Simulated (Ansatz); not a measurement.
Candidates (primitive cells; geometry: cell and atoms relaxed with PBEsol):
A. CdS (P6_3mc), a = 4.1246 Å, b = 4.1246 Å, c = 6.7098 Å, α = 90.00°, β = 90.00°, γ = 120.00°
B. CdSe (F-43m), a = b = c = 4.300 Å, α = β = γ = 60.00°
C. BP (F-43m), a = b = c = 3.196 Å, α = β = γ = 60.00°
D. GaAs (F-43m), a = b = c = 4.002 Å, α = β = γ = 60.00°
E. AlAs (F-43m), a = b = c = 4.013 Å, α = β = γ = 60.00°

Question: Put the candidates in order of Seebeck coefficient, n-type 1e19 cm⁻³, highest first, for HSE06, rigid bands (Ansatz, an electronic-structure program).

Answer: D (-50 μV/K), B (-74 μV/K), A (-106 μV/K), E (-260 μV/K), C (-331 μV/K)

Seebeck coefficients are for the stated density at 300 K, with one relaxation time for all states and whether or not that doping can be reached. Spin-orbit coupling is left out.
